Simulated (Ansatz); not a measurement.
Start from SiC in the zinc blende structure (space group F-43m, No. 216; a = 4.329 Å). Axes: x, y, z lie along the cube axes.

Level of theory: LDA in Ansatz (plane waves to 420 eV, PAW, no spin-orbit coupling).

Before the change:

The band gap is 1.30 eV and the valence-band top at Γ is 0.00, 0.00, 0.00 eV. The electron mass is 0.68 mₑ along k, 0.23 mₑ across (at X).

Perturbation: biaxial strain −1.00 %, plane normal [001], relaxed out of plane (Cartesian); in-plane vectors clamped, the third vector and the atoms free.

Problem. Predict the new band gap, valence-band top at Γ, out-of-plane strain and electron mass.

Solution. The band gap drops by 0.10 eV, from 1.30 eV to 1.20 eV; the valence-band top at Γ (three highest levels, from the VBM) goes from 0.00, 0.00, 0.00 eV to 0.00, 0.00, -0.12 eV; the out-of-plane strain is +0.70 %; the electron mass becomes 0.66 mₑ along k, 0.23 mₑ across (at X) (base: 0.68 mₑ along k, 0.23 mₑ across (at X)).

Effective masses come from finite differences of ±0.01 Å⁻¹. Along k means along the line from Γ to the band edge. Whether these cells are dynamically stable was not tested.

Ansatz is a program for electronic structure.
